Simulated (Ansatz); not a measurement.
This Ansatz (a program for electronic structure) input is the reference run, BeS in the zinc blende structure (space group F-43m, No. 216), computed with r2SCAN (Ansatz, PAW, scalar-relativistic without spin-orbit coupling):

Ansatz 0.2 input:
```yaml
crystal:
  lattice:
    - [0, 2.4342808366, 2.4342808366]
    - [2.4342808366, 0, 2.4342808366]
    - [2.4342808366, 2.4342808366, 0]
  atoms:
    - { symbol: S, position: [0.75, 0.75, 0.75] }
    - { symbol: Be, position: [0, 0, 0] }
basis: { ecutwfc: 500, ecutrho_ratio: 4, xc_grid: 4, fft_grid_basis: typed }
kpoints: { mp_grid: { grid: [12, 12, 12] } }
hamiltonian:
  xc: r2scan
  dispersion: none
  pseudopotentials: { kind: paw }
scf: { occupations: { method: fermi_dirac, width: 0.05 }, convergence: { dr2_threshold: 0.0000000002 } }
output: { forces: true, stress: true }
```

Q: Write the input for this change: uniaxial stress, 8 GPa tension along z, with the cell and atoms free to relax against it.

A: 
Ansatz 0.2 input:
```yaml
crystal:
  lattice:
    - [0, 2.4342808366, 2.4342808366]
    - [2.4342808366, 0, 2.4342808366]
    - [2.4342808366, 2.4342808366, 0]
  atoms:
    - { symbol: S, position: [0.75, 0.75, 0.75] }
    - { symbol: Be, position: [0, 0, 0] }
basis: { ecutwfc: 500, ecutrho_ratio: 4, xc_grid: 4, fft_grid_basis: typed }
kpoints: { mp_grid: { grid: [12, 12, 12] } }
hamiltonian:
  xc: r2scan
  dispersion: none
  pseudopotentials: { kind: paw }
scf: { occupations: { method: fermi_dirac, width: 0.05 } }
relax: { f_tol: 0.005, max_steps: 50, cell: { stress_tol: 0.01, sigma_target: [0, 0, -8, 0, 0, 0] } }
output: { forces: true, stress: true }
checkpoint: { write: state.ck, write_every: 1000 }
```
This is the input that was run.

Load acts through the strain it causes; cell and atoms are relaxed under it. sigma_target is in GPa, compression positive, in the order xx, yy, zz, yz, xz, xy. Beyond what the load breaks, stability against distortions was not tested.
